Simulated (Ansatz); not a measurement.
The parent structure is Al$_{2}$O$_{3}$ in the corundum structure (space group R-3c, No. 167; a = 4.808 Å, c = 13.122 Å (hexagonal axes)).

The values are results of plane-wave PAW DFT at the PBE level (Ansatz, an electronic-structure program, 420 eV), spin-orbit coupling left out, earlier PAW set, not measurements.

Perturbation: full substitution Al → V; the structure is relaxed again.

Measured lattice parameter a: Al2O3 4.7589 Å (temperature not stated; as listed in F. Lallet, N. Olivi-Tran, Laurent J. Lewis, Physical Review B (2009)); V2O3 4.9424 Å (temperature not stated; as listed in Zeitschrift fuer Anorganische und Allgemeine Chemie 628, 1236 (2002)).

**Question.** How well does PBE reproduce the measured shift?

**Answer.** With PBE the lattice parameter a moves by +0.045 Å (4.808 → 4.853) against +0.184 Å measured.

The magnetic state is the one reached from the starting moments; the real material's order can differ, and small cells can't hold many antiferromagnetic ones. Whether these cells are dynamically stable was not tested. No Hubbard U is applied, and correlation can decide whether such a compound is a metal.
